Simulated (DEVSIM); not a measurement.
## Si n-p junction from an implanted or diffused profile

System: Si n-p junction from an implanted or diffused profile, at 300 K.

```tsv
layer (left to right)	material	thickness (μm)	Na (cm⁻³)	τn (s)	τp (s)
1	Si	1.60	2.7e15	4.6e-7	4.6e-7
```

Added donor profile: 2.2e18 cm⁻³ × exp(−(x − 0.038 μm)²/(2·(0.044 μm)²)). Left contact: ohmic. Right contact: ohmic. Voltage is applied to the left contact. Recombination: SRH at mid-gap, radiative, Auger. Gap narrowing is on: ΔEg = 6.92 meV × (l + √(l² + 0.5)), l = ln(N/1.3e17 cm⁻³), shared equally by both band edges. Mobility is μmin + (μ − μmin)/(1 + (N/Nref)^α).

Constants are typed, rounded textbook-type inputs, not results; the design itself was drawn at random and stands for no fabricated device. Values at 300 K.

| parameter | Si |
|---|---|
| gap (eV) | 1.124 |
| affinity (eV) | 4.05 |
| permittivity | 11.7 |
| Nc (cm⁻³) | 2.86e19 |
| Nv (cm⁻³) | 3.1e19 |
| μn (cm²/Vs) | 1417 |
| μp (cm²/Vs) | 470 |
| μn,min | 52 |
| μp,min | 45 |
| Nref,n | 9.7e16 |
| Nref,p | 2.2e17 |
| αn | 0.68 |
| αp | 0.72 |
| B (cm³/s) | 4.7e-15 |
| Cn (cm⁶/s) | 2.8e-31 |
| Cp (cm⁶/s) | 9.9e-32 |

DEVSIM, 1D drift-diffusion, Boltzmann statistics, complete ionisation; no tunnelling, impact ionisation, image-force lowering or self-heating.

```yaml
potential_step_across_the_device_at_zero_bias: 0.789 V
Dark forward voltage at 1 A/cm²: 0.517 V
Dark forward voltage at 100 A/cm²: 0.649 V
```

Dark forward current:

(V (V), J (A/cm²)): (-0.05, -3.5e-8); (-0.10, -1.9e-7); (-0.15, -1.0e-6); (-0.20, -6.3e-6); (-0.25, -4.0e-5); (-0.30, -0.00026); (-0.35, -0.0018); (-0.40, -0.012); (-0.45, -0.078); (-0.50, -0.52); (-0.55, -3.4); (-0.60, -21); (-0.65, -100); (-0.70, -400); (-0.75, -1200); (-0.80, -3000)

Small-signal capacitance in reverse bias (quasi-static):

| V (V) | C (nF/cm²) |
|---|---|
| 0.2 | 15.8 |
| 0.5 | 13.6 |
| 1 | 11.4 |
| 1.5 | 10.0 |
| 2 | 9.03 |
| 3 | 7.74 |
| 4 | 7.18 |
| 5 | 7.08 |
| 6.5 | 7.05 |
| 8 | 7.03 |
| 10 | 7.02 |
